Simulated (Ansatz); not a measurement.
```xyz
5
Lattice="6.1900 0.0000 0.0000 0.0000 6.1900 0.0000 0.0000 0.0000 6.1900" Properties=species:S:1:pos:R:3 pbc="T T T"
Cs     0.0000     0.0000     0.0000
Sn     3.0950     3.0950     3.0950
I      0.0000     3.0950     3.0950
I      3.0950     3.0950     0.0000
I      3.0950     0.0000     3.0950
```

No spin polarisation.

Computed with r2SCAN (Ansatz, a program for electronic structure; PAW; 500 eV plane waves; no SOC). Γ-centred 6×6×6 mesh, Fermi–Dirac width 0.05 eV.

Q: What gap character does the calculation give?

A: Direct at R.

Q: What is the computed hole mass?

A: 0.035 mₑ (at R).

With I present, leaving out spin-orbit coupling can change the band edges. Load acts through the strain it causes; cell and atoms are relaxed under it. Effective masses come from finite differences of ±0.01 Å⁻¹. No phonon test of stability was made. The cell was made from CsSnI3 in the cubic perovskite structure (space group Pm-3m, No. 221) by this change: pressure 0.3 GPa. Many cubic perovskites are stable only at high temperature; tilts and polar distortions were not tested.
